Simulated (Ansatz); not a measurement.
## BAs: isotropic strain −1.00 %

Take BAs in the zinc blende structure (space group F-43m, No. 216; a = 4.8093 Å) as the base.

It is then changed as follows: an isotropic linear strain of −1.00 %, atoms relaxed at fixed cell.

All numbers come from PBE in Ansatz (plane waves to 420 eV, PAW, spin-orbit coupling left out). Settings: 12×12×12 k-points, 0.05 eV Fermi–Dirac smearing.

| quantity | base | changed | shift |
|---|---|---|---|
| volume per atom | 13.90 Å³ | 13.49 Å³ | -0.41 Å³ |
| shortest interatomic distance | 2.082 Å | 2.062 Å | -0.0208 Å |
| energy relative to the base (free energy F) | 0 meV/atom | +5.3 meV/atom | +5.3 meV/atom |
| pressure | 0.00 GPa | 4.22 GPa | +4.22 GPa |
| band gap | 1.21 eV | 1.18 eV | -0.03 eV |
| gap character | indirect, Γ → Γ–X (82 % along) | indirect, Γ → Γ–X (82 % along) | – |
| mean gap deformation potential ΔEg/Δln V | – | +1.0 eV | – |
| width of the top valence band | 5.07 eV | 5.24 eV | +0.176 eV |
| electron mass | 1.1 mₑ along k, 0.22 mₑ across (off the special points) | 0.99 mₑ along k, 0.22 mₑ across (off the special points) | – |
| hole mass (degenerate bands, along [100]) | 0.21, 0.24, 0.24 mₑ (at Γ) | 0.23 mₑ (at Γ) | – |

Final structure:

```
BAs
1.0
    0.00000     2.38059     2.38059
    2.38059     0.00000     2.38059
    2.38059     2.38059     0.00000
B As
1 1
Direct
  0.00000   0.00000   0.00000
  0.25000   0.25000   0.25000
```

Cost of the whole job for the changed cell (relaxation, final SCF and bands): about 5 core-seconds (a rough figure).

Masses are band curvatures over ±0.01 Å⁻¹ around the edge. Along k means along the line from Γ to the band edge. No phonon test of stability was made.

Ansatz is a first-principles code.
